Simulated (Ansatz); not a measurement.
Input:

End structure of a constructed model of the (0001) surface of hcp Re, a layer of Fe in place of the second plane (bottom of the slab: a bare face, its two planes held):

```yaml
crystal:
  lattice:
    - [2.77572, 0.00000, 0.00000]
    - [-1.38786, 2.40385, 0.00000]
    - [0.00000, 0.00000, 27.00000]
  atoms:
    - { symbol: Re, position: [0.66667, 0.33333, 0.29677] }
    - { symbol: Re, position: [0.33333, 0.66667, 0.37975] }
    - { symbol: Re, position: [0.66667, 0.33333, 0.46386] }
    - { symbol: Re, position: [0.33333, 0.66667, 0.54517] }
    - { symbol: Fe, position: [0.66667, 0.33333, 0.62252] }
    - { symbol: Re, position: [0.33333, 0.66667, 0.69383] }
```

Slab: 6 atoms, 11.0 Å thick at the start; k 15x15x1, smearing 0.1 eV, dipole-corrected; 2 atoms held, the rest relaxed; held to the start's symmetry, so lower structures may exist; spin-polarised, no spin-orbit, no U. The starting moment vanished. It is one candidate, not shown to be the stable structure of the face.

Task: What is the computed work function of the top face (Ansatz (a first-principles code) with PBE)?

Result: 5.04 eV
